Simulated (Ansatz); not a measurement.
Cells marked so need not be the phases stable at ambient conditions, and some may be hypothetical.

No gap correction and no spin-orbit coupling; mid-gap values are interpolated between computed energies.

A. YVO4 (I4_1/a, not sure to be the ambient phase, 12 atoms a cell, 12.3 Å³ an atom, -9 GPa at this level), along the normal of (100)
B. ScCl$_{3}$ (R-3, not sure to be the ambient phase, 8 atoms a cell, 25.8 Å³ an atom), along the normal of (101)
C. Ti3(BiO3)4 (I4/mmm, not sure to be the ambient phase, 19 atoms a cell, 12.6 Å³ an atom), along the normal of (101)

Problem. Order them by mid-gap decay constant of the slowest evanescent state (lowest first) at the level r2SCAN run with Ansatz (an electronic-structure program).

Solution. C (0.25 1/Å), B (0.39 1/Å), A (0.44 1/Å)
